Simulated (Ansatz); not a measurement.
Base system: ZnS in the wurtzite structure (space group P6_3mc, No. 186; a = 3.738 Å, c = 6.143 Å). Axes: x lies along a and z along c of the hexagonal cell.

All numbers come from plane-wave PAW DFT at the LDA level (Ansatz, a first-principles code, 420 eV), without spin-orbit coupling.

Before the change:

The band gap is 2.19 eV.

Now apply this change: uniaxial strain ε_xx = −0.60 %, all other strain components held at zero; the atoms relax in the strained cell.

What happens to the energy relative to the base, stress and band gap?

The energy is nearly the same; the stress (xx, yy, zz, yz, xz, xy; compression positive) is (0.83, 0.40, 0.31, 0.00, 0.00, 0.00) GPa; the band gap is nearly the same (2.19 eV against 2.20 eV).

Stability against distortions was not tested.
